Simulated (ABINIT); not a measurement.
**ABINIT run on Zn2Ag (P6_3/mmc, 12 atoms in the cell): self-consistent single point**

Method of the run: LDA (PW92), PAW (JTH v2.0 LDA PAW) (plane waves; ABINIT).

The input file:

```
# Zn2Ag, JTH v2.0 LDA PAW
pp_dirpath "./"
pseudos "Zn.LDA_PW-JTH.xml, Ag.LDA_PW-JTH.xml"
acell 3*1.0
rprim
         9.6209234010    0.0000002580    0.0000000000
        -4.8104619239    8.3319639441    0.0000000000
         0.0000000000    0.0000000000   15.1985872299
natom 12
ntypat 2
znucl 30 47
typat 1 1 1 1 1 1 1 1 2 2 2 2
xred
         0.0000000000    0.0000000000    0.0000000000
         0.0000000000    0.0000000000    0.5000000000
         0.1716350000    0.3432700000    0.7500000000
         0.8283650000    0.6567300000    0.2500000000
         0.8283650000    0.1716350000    0.2500000000
         0.1716350000    0.8283650000    0.7500000000
         0.6567300000    0.8283650000    0.7500000000
         0.3432700000    0.1716350000    0.2500000000
         0.3333333333    0.6666666667    0.0617800000
         0.6666666667    0.3333333333    0.9382200000
         0.6666666667    0.3333333333    0.5617800000
         0.3333333333    0.6666666667    0.4382200000
ecut 30
pawecutdg 60
pawxcdev 0
occopt 3
tsmear 0.00367493
nband 87
kptopt 1
ngkpt 4 4 3
nshiftk 1
shiftk 0 0 0
nstep 50
tolvrs 1.0e-11
prtwf 0
prtden 0
```

Output, abridged:

```
 Symmetries : space group P6_3/m m c (#194); Bravais hP (primitive hexag.)

 -outvars: echo values of preprocessed input variables --------
            acell      1.0000000000E+00  1.0000000000E+00  1.0000000000E+00 Bohr
             ecut      3.00000000E+01 Hartree
              ixc       -1012
         kptrlatt        4    0    0      0    4    0      0    0    3
          kptrlen      3.84836936E+01
            natom          12
            nband          87
            ngfft          48      48      80
          ngfftdg          72      72     108
             nkpt           8
            nstep          50
             nsym          24
           ntypat           2
           occopt           3
        pawecutdg      6.00000000E+01 Hartree
         pawxcdev           0
            rprim      9.6209234010E+00  2.5800000000E-07  0.0000000000E+00
                      -4.8104619239E+00  8.3319639441E+00  0.0000000000E+00
                       0.0000000000E+00  0.0000000000E+00  1.5198587230E+01
          spgroup         194
           tolvrs      1.00000000E-11
           tsmear      3.67493000E-03 Hartree
            typat      1  1  1  1  1  1  1  1  2  2  2  2
           useylm           1
             xred     -5.5511151231E-17  0.0000000000E+00 -5.5511151231E-17
                      -5.5511151231E-17  0.0000000000E+00  5.0000000000E-01
                       1.7163500000E-01  3.4327000000E-01  7.5000000000E-01
                       8.2836500000E-01  6.5673000000E-01  2.5000000000E-01
                       8.2836500000E-01  1.7163500000E-01  2.5000000000E-01
                       1.7163500000E-01  8.2836500000E-01  7.5000000000E-01
                       6.5673000000E-01  8.2836500000E-01  7.5000000000E-01
                       3.4327000000E-01  1.7163500000E-01  2.5000000000E-01
                       3.3333333333E-01  6.6666666667E-01  6.1780000000E-02
                       6.6666666667E-01  3.3333333333E-01  9.3822000000E-01
                       6.6666666667E-01  3.3333333333E-01  5.6178000000E-01
                       3.3333333333E-01  6.6666666667E-01  4.3822000000E-01
            znucl       30.00000   47.00000

== DATASET  1 ==================================================================

 Real(R)+Recip(G) space primitive vectors, cartesian coordinates (Bohr,Bohr^-1):
 R(1)=  9.6209234  0.0000003  0.0000000  G(1)=  0.1039401  0.0600099  0.0000000
 R(2)= -4.8104619  8.3319639  0.0000000  G(2)= -0.0000000  0.1200197  0.0000000
 R(3)=  0.0000000  0.0000000 15.1985872  G(3)=  0.0000000  0.0000000  0.0657956
 Unit cell volume ucvol=  1.2183368E+03 bohr^3
 Angles (23,13,12)=  9.00000000E+01  9.00000000E+01  1.20000000E+02 degrees

 Coarse grid specifications (used for wave-functions):

 getcut: wavevector=  0.0000  0.0000  0.0000  ngfft=  48  48  80
         ecut(hartree)=     30.000   => boxcut(ratio)=   2.02348

 Fine grid specifications (used for densities):

 getcut: wavevector=  0.0000  0.0000  0.0000  ngfft=  72  72 108
         ecut(hartree)=     60.000   => boxcut(ratio)=   2.03789

   3.05001870E+04                                ecore*ucvol(ha*bohr**3)

_setup2: Arith. and geom. avg. npw (full set) are    9565.354    9565.347
--- !BeginCycle
solver: {iscf: 17, nstep: 50, nline: 4, wfoptalg: 10, }
tolerances: {tolvrs: 1.00E-11, }
...

     iter   Etot(hartree)      deltaE(h)  residm     nres2
 ETOT  1  -664.18892464058    -6.642E+02 8.407E+00 5.246E+01
 ETOT  2  -669.82137736849    -5.632E+00 2.743E-01 1.099E+02
 ETOT  3  -669.55544769519     2.659E-01 2.272E-01 1.291E+01
 ETOT  4  -669.55214399127     3.304E-03 1.605E-01 7.346E-01
 ETOT  5  -669.56952979240    -1.739E-02 1.047E-01 1.793E+00
 ETOT  6  -669.56809810253     1.432E-03 2.791E-02 7.536E-01
   [... 36 lines left out ...]
 ETOT 43  -669.56908259127    -1.171E-11 5.732E-05 8.724E-11
 ETOT 44  -669.56908259126     6.366E-12 1.284E-04 7.554E-11
 ETOT 45  -669.56908259125     1.137E-11 4.753E-05 8.901E-11
 ETOT 46  -669.56908259125    -1.819E-12 1.068E-04 2.680E-11
 ETOT 47  -669.56908259126    -1.251E-11 3.921E-05 4.614E-12
 At SCF step   47       nres2   =  4.61E-12 < tolvrs=  1.00E-11 =>converged.

 Cartesian components of stress tensor (hartree/bohr^3)
  sigma(1 1)=  2.67744261E-04  sigma(3 2)=  0.00000000E+00
  sigma(2 2)=  2.67744261E-04  sigma(3 1)=  0.00000000E+00
  sigma(3 3)=  1.29605031E-04  sigma(2 1)= -8.63228629E-14

 ----iterations are completed or convergence reached----

 reduced coordinates (array xred) for   12 atoms
      -0.000000000000      0.000000000000     -0.000000000000
      -0.000000000000      0.000000000000      0.500000000000
       0.171635000000      0.343270000000      0.750000000000
       0.828365000000      0.656730000000      0.250000000000
       0.828365000000      0.171635000000      0.250000000000
       0.171635000000      0.828365000000      0.750000000000
       0.656730000000      0.828365000000      0.750000000000
       0.343270000000      0.171635000000      0.250000000000
       0.333333333333      0.666666666667      0.061780000000
       0.666666666667      0.333333333333      0.938220000000
       0.666666666667      0.333333333333      0.561780000000
       0.333333333333      0.666666666667      0.438220000000
 cartesian forces (eV/Angstrom) at end:
    1     -0.00000000000000    -0.00000000000000    -0.00000000000000
    2     -0.00000000000000    -0.00000000000000    -0.00000000000000
    3      0.00000000367774    -0.13714445022743    -0.00000000000000
    4     -0.00000000367774     0.13714445022743     0.00000000000000
    5      0.11877057972344    -0.06857222192919    -0.00000000000000
    6     -0.11877057972344     0.06857222192919     0.00000000000000
    7      0.11877057604570     0.06857222829824    -0.00000000000000
    8     -0.11877057604570    -0.06857222829824    -0.00000000000000
    9     -0.00000000000000    -0.00000000000000    -0.02530204140633
   10     -0.00000000000000    -0.00000000000000     0.02530204140633
   11     -0.00000000000000    -0.00000000000000    -0.02530204140633
   12     -0.00000000000000    -0.00000000000000     0.02530204140633
 frms,max,avg= 5.6620661E-02 1.3714445E-01   0.000E+00  0.000E+00  0.000E+00 e/A
   [... lines left out ...]
 Fermi (or HOMO) energy (hartree) =   0.32761   Average Vxc (hartree)=  -0.43002
   [... lines left out ...]
   2.00000    2.00000    2.00000    2.00000    2.00000    2.00000    2.00000    2.00000
   2.00000    2.00000    2.00000    2.00000    2.00000    2.00000    2.00000    2.00000
   2.00000    2.00000    2.00000    2.00000    2.00000    2.00000    2.00000    2.00000
   2.00000    1.99989    1.99989    1.99715    1.99715    1.91929    0.00000    0.00000
   0.00000    0.00000    0.00000    0.00000    0.00000    0.00000    0.00000    0.00000
   0.00000    0.00000    0.00000    0.00000    0.00000    0.00000    0.00000
 prteigrs : prtvol=0 or 1, do not print more k-points.

--- !EnergyTerms
comment             : Components of total free energy in Hartree
kinetic             :  9.32546235444909E+01
hartree             :  1.38002595865387E+02
xc                  : -6.29881249228531E+01
Ewald energy        : -4.99385858344792E+02
psp_core            :  2.50342817731704E+01
local_psp           : -5.12077839076802E+02
spherical_terms     :  1.48594296183651E+02
internal            : -6.69566024977747E+02
'-kT*entropy'       : -3.05815682409641E-03
total_energy        : -6.69569083134572E+02
total_energy_eV     : -1.82199013419631E+04
...

-Cartesian components of stress tensor (GPa)         [Pressure= -6.5226E+00 GPa]
- sigma(1 1)=  7.87730679E+00  sigma(3 2)=  0.00000000E+00
- sigma(2 2)=  7.87730679E+00  sigma(3 1)=  0.00000000E+00
- sigma(3 3)=  3.81311103E+00  sigma(2 1)= -2.53970588E-09

 Calculation completed.
```

The run converged in 47 iterations.

The starting cell comes from a database of computed structures (which also holds hypothetical and non-ambient phases and stackings), without a prior relaxation at this level. Its lattice was rescaled by a random factor within 2.5 % of one. With a pressure of about -7 GPa the cell is away from its equilibrium volume at this level.

Cost on one core of a shared machine: roughly 30 min.
